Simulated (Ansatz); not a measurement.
The reference is Lu in the hcp (Mg type) structure (space group P6_3/mmc, No. 194; a = 3.4432 Å, c = 5.3669 Å; relaxed with 0.1 eV smearing). Axes: x lies along a and z along c of the hexagonal cell.

Computed with PBEsol, PAW, 420 eV (Ansatz, a program for electronic structure; no SOC).

Base values:

- Pressure = 0.0 GPa

One thing is altered: the cell is stretched by 1.00 % along z with no lateral relaxation, atoms relaxed at fixed cell.

Q: Estimate the effect on the pressure.

A: The pressure (mean of the normal stresses, compression positive) goes from zero to -0.5 GPa.

The cells carry an imposed strain or load. Whether these cells are dynamically stable was not tested.
